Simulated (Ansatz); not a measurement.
# Short convergence ladders for the (100) slab of Al2Cu (cut from a parent of space group no. 139; 12 atoms in the cell)

```
CELL_PARAMETERS angstrom
      4.04037     0.00000     0.00000
      0.00000     5.67368     0.00000
      0.00000     0.00000    20.06062
ATOMIC_POSITIONS crystal
  Al 0.50000 0.25000 0.44965
  Al 0.00000 0.25000 0.34894
  Cu 0.00000 0.50000 0.44965
  Al 0.00000 0.75000 0.34894
  Al 0.50000 0.75000 0.44965
  Cu 0.50000 0.00000 0.34894
  Al 0.50000 0.25000 0.65106
  Al 0.00000 0.25000 0.55035
  Cu 0.00000 0.50000 0.65106
  Al 0.00000 0.75000 0.55035
  Al 0.50000 0.75000 0.65106
  Cu 0.50000 0.00000 0.55035
```

Base method: LDA (PW92), default PAW files made with PBE (plane waves; Ansatz, an electronic-structure program).

Base settings: basis.ecutwfc = 30.9 Ry; kpoints.mp_grid.grid = 7 5 1; hamiltonian.xc = lda; hamiltonian.pseudopotentials = {kind: paw} (the program's default PAW files); scf.occupations.method = gaussian; scf.occupations.width = 0.0073 Ry.

The count of work is k-points × plane waves × bands × iterations; it is no time. Core times come from one kind of shared machine, to one figure; runs under 30 s give none.

**The vacuum**

The mesh stays at the base's, so the ladder's end is converged at best in this setting alone.

Only quantities that move along the ladder and can be compared are tabulated.

| vacuum between outermost atoms (Å) | free energy less the last step's (meV/atom) | largest difference of a force vector from the last step's (eV/Å) | count of work / last |
|---|---|---|---|
| 3.0 | -96.95 | 0.681 | 0.25 |
| 4.0 | -15.75 | 0.197 | 0.28 |
| 5.0 | -4.37 | 0.030 | 0.31 |
| 6.0 | -2.53 | 0.011 | 0.33 |
| 7.0 | -1.16 | 0.006 | 0.36 |
| 8.0 | -0.47 | 0.002 | 0.39 |
| 10.0 | -0.06 | 0.000 | 0.45 |
| 12.0 | -0.01 | 0.000 | 0.50 |
| 14.0 | 0.00 | 0.000 | 0.56 |
| 17.0 | 0.00 | 0.000 | 0.64 |
| 20.0 | 0.00 | 0.000 | 0.72 |
| 25.0 | 0.00 | 0.001 | 0.86 |
| 30.0 | 0.00 | 0.000 | 1.0 |

Smallest vacuum between outermost atoms (Å) that holds the free energy within 5 meV/atom of the last step, with all finer ones: 5.0, at 0.31 of the last step's count of work; the step before is off by 16 meV/atom.

Smallest vacuum between outermost atoms (Å) that holds the forces within 0.02 eV/Å of the last step, with all finer ones: 6.0, at 0.33 of the last step's count of work; the step before is off by 0.030 eV/Å.

**The depth of the slab**

On the (100) slab of Al2Cu (cut from a parent of space group no. 139; 6 atoms in the cell), and deeper slabs.

Surface energy = (E_slab − N e_bulk)/2A, with e_bulk from the bulk crystal on its finest mesh (834 k-points); errors per atom of slab and bulk, whose meshes differ, grow with N.

The mesh stays at the base's, so the ladder's end is converged at best in this setting alone.

Only quantities that move along the ladder and can be compared are tabulated.

```tsv
atoms	unrelaxed surface energy (J/m²)	count of work / last	core time / last (rough)
6	1.476	0.049	–
12	1.574	0.14	–
18	1.530	0.28	0.2
24	1.509	0.48	0.4
30	1.527	0.68	0.6
36	1.545	1.0	1
```

State of the unrelaxed surface energy at the end of the ladder: still drifting one way, by 0.036 J/m² over the last two steps, so the last step is no safe reference.

On the base run: the starting cell comes from a database of computed structures (which also holds hypothetical and non-ambient phases and stackings), without a prior relaxation at this level. The slab is cut from that crystal, and its faces are unrelaxed. Its lattice was rescaled by up to half a per cent. Spin polarisation is off.

Keys are those of Ansatz 0.2.
